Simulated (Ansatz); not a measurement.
Given:

```xyz
2
Lattice="0.0000 2.4189 2.4189 2.4189 0.0000 2.4189 2.4189 2.4189 0.0000" Properties=species:S:1:pos:R:3 pbc="T T T"
Be     0.0000     0.0000     0.0000
S      3.6284     3.6284     3.6284
```

Computed with HSE06, rigid bands (plane waves, PAW, scalar-relativistic; Ansatz, a program for electronic structure). How the cell was made: cell and atoms relaxed with PBEsol.

Q: What conductivity effective mass do dilute holes have at 300 K?

A: 0.64 mₑ.

Q: Predict the electron conductivity mass (n e² τ/σ) at 300 K, by direction if it differs.

A: 0.36 mₑ.

Q: And the band gap?

A: 4.04 eV at this level.

Rigid bands, one relaxation time for all states, no polarons. Spin-orbit coupling is left out; where it splits the top of the valence band it changes the hole mass and lowers the gap by about a third of the splitting. Geometry: cell and atoms relaxed with PBEsol.
